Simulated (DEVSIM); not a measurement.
Device: abrupt CdTe n-p junction, at 300 K.

Layer 1 from the left is CdTe, thickness (μm) 5.80, Nd (cm⁻³) 1.6e17, τn (s) 7.5e-9, τp (s) 7.5e-9. Layer 2 from the left is CdTe, thickness (μm) 0.310, Na (cm⁻³) 1e16, τn (s) 7.5e-9, τp (s) 7.5e-9.

Left contact: ohmic. Right contact: ohmic. Voltage is applied to the left contact. Recombination: SRH at mid-gap, Auger. Mobility is μmin + (μ − μmin)/(1 + (N/Nref)^α).

Constants are typed, rounded textbook-type inputs, not results; the design itself was drawn at random and stands for no fabricated device. Values at 300 K.

CdTe: gap (eV) 1.5, affinity (eV) 4.28, permittivity 10.2, Nc (cm⁻³) 8e17, Nv (cm⁻³) 1.8e19, μn (cm²/Vs) 1000, μp (cm²/Vs) 80, μn,min 100, μp,min 10, Nref,n 1e17, Nref,p 1e17, αn 0.6, αp 0.6, Cn (cm⁶/s) 1e-30, Cp (cm⁶/s) 1e-30.

Simulated with DEVSIM: 1D drift-diffusion, Boltzmann statistics, complete ionisation; no tunnelling, impact ionisation, image-force lowering or self-heating.

Task: What does the simulation give for the dark forward voltage at 1 A/cm², the largest field in the device at zero bias?

Result: dark forward voltage at 1 A/cm² 0.995 V; largest field in the device at zero bias 65000 V/cm.
